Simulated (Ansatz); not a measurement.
Levels about the gap of amorphous Ge-Sb-Te (Ge7Sb14Te28) (49 atoms in a cell of 1631 Å³, 5.89 g/cm³; zone centre alone, so wide bands show as single levels with stretches between that a denser mesh fills), at the geometry that PBE relaxed, where it gives 1.2 GPa on a denser mesh. The participation number counts the atoms over which a state spreads; weights are charges in smoothed Voronoi cells. The levels come from a single point, so bond lengths are those of that geometry. Method of the levels: PBE, scalar-relativistic without spin-orbit coupling, PAW (Ansatz default set, large-core Te) (Ansatz, a quantum-chemistry and plane-wave program). Sampling: the zone centre alone; Fermi-Dirac width 0.05 eV; no spin polarisation. So small a spacing is near the smearing width and the bands' dispersion over the mesh, so it is a value of this cell and mesh.

The cell was made by melting and quenching with the CHGNet potential and then relaxed with DFT. The hot cell started wider than the set density and was brought back towards it in steps. It is the lowest in DFT energy of 4 quenches. It is a model cell: composition and starting density were chosen by hand, and all elements were melted together. No dispersion term was used. A short ab initio anneal came between quench and relaxation. Its density started from a set value of 5.89 and ended at 5.89 g/cm³. Cooling (nominally 12 K/ps over its main leg) ran many orders faster than in experiment, which tends to leave more defects and strain. One small periodic cell is one sample of the glass; other quenches scatter about these values. The volume was held where the preparation left it and the shape relaxed, at a PBE pressure of 1.2 GPa. Stress components on the final sampling reach 1.4 GPa. On a 2×2×2 Γ-centred mesh force components of up to 0.21 eV/Å stay, since the relaxation ran on one k-point at (1/4, 1/4, 1/4).

```tsv
E - E(highest filled), eV	filling	participation number	largest on	weight Te	weight Sb	weight Ge
-0.44	filled	17.1	Te, 3 neighbours	0.75	0.12	0.13
-0.42	filled	32.4	Te, 3 neighbours	0.73	0.19	0.07
-0.25	filled	25.0	Te, 2 neighbours	0.76	0.15	0.09
-0.15	filled	18.6	Te, 2 neighbours	0.75	0.21	0.04
-0.15	filled	26.9	Te, 4 neighbours	0.78	0.17	0.06
-0.09	filled	21.6	Te, 3 neighbours	0.74	0.15	0.11
0.00	filled	31.8	Te, 3 neighbours	0.74	0.17	0.09
0.37	empty	29.6	Sb, 5 neighbours	0.47	0.40	0.13
0.56	empty	29.3	Sb, 6 neighbours	0.54	0.35	0.11
0.65	empty	34.1	Te, 3 neighbours	0.60	0.23	0.17
0.73	empty	27.5	Sb, 3 neighbours	0.47	0.39	0.14
0.88	empty	32.3	Sb, 5 neighbours	0.50	0.40	0.10
0.91	empty	36.5	Sb, 3 neighbours	0.49	0.40	0.11
1.03	empty	36.8	Sb, 5 neighbours	0.54	0.34	0.13
```

Most localised among these is the filled level at -0.44 eV, on a Te atom, which has 3 neighbours (Ge 2.96 Å, Sb 2.96 Å, Sb 3.11 Å).
